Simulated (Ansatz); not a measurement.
Sc on the 1x1 (0001) surface of hcp Ru, one in a 2x2 cell, energies for each (25.7 Å²). Energies are against an atom of hcp Sc, without zero-point or thermal terms; each row is named by its start.

Calculation: PBE (plane waves to 420 eV, PAW; Ansatz, a program for electronic structure).

Problem. Which site binds most strongly?
A) hollow Ru-Ru-Ru
B) top Ru
C) hollow Ru-Ru-Ru over Ru at depth 2.1 Å

Solution. C, hollow Ru-Ru-Ru over Ru at depth 2.1 Å. Adsorption energies: hollow Ru-Ru-Ru over Ru at depth 2.1 Å -1.15 eV; hollow Ru-Ru-Ru -0.98 eV; top Ru -0.59 eV.
